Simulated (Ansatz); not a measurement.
Electronic density of states of amorphous Pd₃₈P₁₀, density 9.71 g/cm³, on a 2×2×2 Γ-centred mesh with a Gaussian width of 0.1 eV; energies count from the Fermi level. Cell and mesh are small, so fine structure isn't converged. Level of theory: PBE, scalar-relativistic without spin-orbit coupling (plane waves to 420 eV, PAW; Ansatz, a program for electronic structure). Sampling: a 2×2×2 Γ-centred mesh; Fermi-Dirac width 0.1 eV; no spin polarisation.

Preparation: random packing, a CHGNet melt and quench, and a DFT relaxation. The hot cell started wider than the set density and was brought back towards it in steps. It is the lowest in DFT energy of 3 quenches. It is a model cell: composition and starting density were chosen by hand, and all elements were melted together. No dispersion term was used. Its density started from a set value of 10.36 and ended at 9.71 g/cm³. Cooling (nominally 130 K/ps over its main leg) ran many orders faster than in experiment, which tends to leave more defects and strain. A cell of this size samples the disorder only roughly. Volume and shape were free in the relaxation. On a 2×2×2 Γ-centred mesh force components of up to 0.22 eV/Å stay, since the relaxation ran on one k-point at (1/4, 1/4, 1/4).

(E - EF (eV), states/(eV atom)): (-12.00, 0.44); (-11.90, 0.60); (-11.80, 0.65); (-11.70, 0.57); (-11.60, 0.31); (-11.50, 0.06); (-11.40, 0.00); (-11.30, 0.00); (-11.20, 0.00); (-11.10, 0.00); (-11.00, 0.00); (-10.90, 0.00); (-10.80, 0.00); (-10.70, 0.00); (-10.60, 0.00); (-10.50, 0.00); (-10.40, 0.00); (-10.30, 0.00); (-10.20, 0.00); (-10.10, 0.00); (-10.00, 0.00); (-9.90, 0.00); (-9.80, 0.00); (-9.70, 0.00); (-9.60, 0.00); (-9.50, 0.00); (-9.40, 0.00); (-9.30, 0.00); (-9.20, 0.00); (-9.10, 0.00); (-9.00, 0.00); (-8.90, 0.00); (-8.80, 0.00); (-8.70, 0.00); (-8.60, 0.00); (-8.50, 0.00); (-8.40, 0.00); (-8.30, 0.00); (-8.20, 0.00); (-8.10, 0.00); (-8.00, 0.00); (-7.90, 0.00); (-7.80, 0.00); (-7.70, 0.00); (-7.60, 0.00); (-7.50, 0.00); (-7.40, 0.00); (-7.30, 0.00); (-7.20, 0.00); (-7.10, 0.03); (-7.00, 0.17); (-6.90, 0.38); (-6.80, 0.60); (-6.70, 0.65); (-6.60, 0.64); (-6.50, 0.64); (-6.40, 0.64); (-6.30, 0.63); (-6.20, 0.66); (-6.10, 0.72); (-6.00, 0.74); (-5.90, 0.75); (-5.80, 0.74); (-5.70, 0.76); (-5.60, 0.82); (-5.50, 0.74); (-5.40, 0.75); (-5.30, 0.67); (-5.20, 0.44); (-5.10, 0.24); (-5.00, 0.11); (-4.90, 0.05); (-4.80, 0.14); (-4.70, 0.45); (-4.60, 0.88); (-4.50, 1.22); (-4.40, 1.43); (-4.30, 1.55); (-4.20, 1.63); (-4.10, 1.70); (-4.00, 1.81); (-3.90, 1.89); (-3.80, 1.92); (-3.70, 1.95); (-3.60, 1.90); (-3.50, 1.92); (-3.40, 1.87); (-3.30, 1.85); (-3.20, 1.82); (-3.10, 1.85); (-3.00, 1.81); (-2.90, 1.79); (-2.80, 1.77); (-2.70, 1.75); (-2.60, 1.82); (-2.50, 1.84); (-2.40, 1.83); (-2.30, 1.82); (-2.20, 1.83); (-2.10, 1.83); (-2.00, 1.80); (-1.90, 1.81); (-1.80, 1.82); (-1.70, 1.77); (-1.60, 1.80); (-1.50, 1.82); (-1.40, 1.73); (-1.30, 1.72); (-1.20, 1.72); (-1.10, 1.60); (-1.00, 1.47); (-0.90, 1.40); (-0.80, 1.26); (-0.70, 1.04); (-0.60, 0.85); (-0.50, 0.74); (-0.40, 0.72); (-0.30, 0.62); (-0.20, 0.58); (-0.10, 0.53); (0.00, 0.46); (0.10, 0.48); (0.20, 0.43); (0.30, 0.38); (0.40, 0.37); (0.50, 0.36); (0.60, 0.39); (0.70, 0.45); (0.80, 0.42); (0.90, 0.38); (1.00, 0.36); (1.10, 0.30); (1.20, 0.36); (1.30, 0.42); (1.40, 0.42); (1.50, 0.32); (1.60, 0.35); (1.70, 0.33); (1.80, 0.32); (1.90, 0.35); (2.00, 0.31); (2.10, 0.28); (2.20, 0.25); (2.30, 0.26); (2.40, 0.25); (2.50, 0.20); (2.60, 0.26); (2.70, 0.26); (2.80, 0.31); (2.90, 0.30); (3.00, 0.24); (3.10, 0.23); (3.20, 0.26); (3.30, 0.30); (3.40, 0.27); (3.50, 0.30); (3.60, 0.28); (3.70, 0.21); (3.80, 0.18); (3.90, 0.27); (4.00, 0.33); (4.10, 0.33); (4.20, 0.33); (4.30, 0.34); (4.40, 0.28); (4.50, 0.23); (4.60, 0.28); (4.70, 0.33); (4.80, 0.37); (4.90, 0.38); (5.00, 0.36); (5.10, 0.33); (5.20, 0.35); (5.30, 0.32); (5.40, 0.37); (5.50, 0.32); (5.60, 0.32); (5.70, 0.35); (5.80, 0.33); (5.90, 0.32); (6.00, 0.34); (6.10, 0.37); (6.20, 0.38); (6.30, 0.43); (6.40, 0.42); (6.50, 0.40); (6.60, 0.36); (6.70, 0.35)
